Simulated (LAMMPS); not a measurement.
LAMMPS 22 Jul 2025, classical MD, Vashishta (InP.vashishta): InP, 1728 atoms.

| Quantity | Value |
|---|---|
| task | MD, nve |
| potential | Vashishta, InP.vashishta |
| copies of the repeat unit | 6×6×6 |
| shape (slab and sphere leave vacuum in the box) | bulk |
| steps | 2000 |
| timestep | 1 fs |
| thermo | 50 |
| newton | on (default) |
| atom_modify sort (bins of 2 Å where set) | 1000 (default) |
| comm_style | brick (default) |
| box | 35.2 × 35.2 × 35.2 Å |
| start | generated zinc blende lattice, warmed in an untimed run |

All runs start from one configuration, warmed at this fixed volume for 1000 steps under a thermostat at 100 K. The run at a skin of 2 Å has a mean temperature of 96.8 K and a mean pressure of 0.2 GPa.

One run each, on a shared machine, so no times are given.

With neigh_modify every 1 delay 0 check yes, skins of 0.1, 0.3, 0.5, 1, 1.5, 2, 3 Å were run. Further schedules:
- skin 1 Å, every 20 delay 0 check no
- skin 0.3 Å, every 20 delay 0 check no
- skin 0.3 Å, every 1 delay 10 check yes
- skin 1 Å, every 10 delay 0 check yes
- skin 2 Å, every 1 delay 10 check yes
- skin 0.3 Å, every 100 delay 0 check no
- skin 0.3 Å, every 10 delay 0 check yes

A schedule rebuilds too seldom if it shows a dangerous build, rebuilds less often than the check at every step does at that skin, or fails.

Question: How often does the distance check rebuild the lists at each skin, and which schedules rebuild too seldom?

Answer: With the check at every step the rebuilds are 250 at 0.1 Å, 80 at 0.3 Å, 24 at 0.5 Å, 0 at 1 Å, 0 at 1.5 Å, 0 at 2 Å, 0 at 3 Å. Too seldom: skin 0.3 Å, every 100 delay 0 check no; skin 0.3 Å, every 10 delay 0 check yes.

| setting | rebuilds | dangerous builds | list entries an atom | change of the total energy (meV/atom) |
|---|---|---|---|---|
| skin 0.1 Å, every 1 delay 0 check yes | 250 | — | 34.0 | under 0.001 |
| skin 0.3 Å, every 1 delay 0 check yes | 80 | — | 34.4 | under 0.001 |
| skin 0.5 Å, every 1 delay 0 check yes | 24 | — | 45.7 | under 0.001 |
| skin 1 Å, every 1 delay 0 check yes | 0 | — | 46.0 | under 0.001 |
| skin 1.5 Å, every 1 delay 0 check yes | 0 | — | 70.3 | under 0.001 |
| skin 2 Å, every 1 delay 0 check yes | 0 | — | 86.0 | under 0.001 |
| skin 3 Å, every 1 delay 0 check yes | 0 | — | 122 | under 0.001 |
| skin 1 Å, every 20 delay 0 check no | 100 | not counted | 46.0 | under 0.001 |
| skin 0.3 Å, every 20 delay 0 check no | 100 | not counted | 34.4 | under 0.001 |
| skin 0.3 Å, every 1 delay 10 check yes | 80 | 0 | 34.4 | under 0.001 |
| skin 1 Å, every 10 delay 0 check yes | 0 | 0 | 46.0 | under 0.001 |
| skin 2 Å, every 1 delay 10 check yes | 0 | 0 | 86.0 | under 0.001 |
| skin 0.3 Å, every 100 delay 0 check no | 20 | not counted | 34.4 | under 0.001 |
| skin 0.3 Å, every 10 delay 0 check yes | 67 | 0 | 34.4 | under 0.001 |

Where the energy changes as in the checked runs, the late rebuilds cost nothing that shows in this run. List entries are as LAMMPS prints them (Ave neighs/atom).
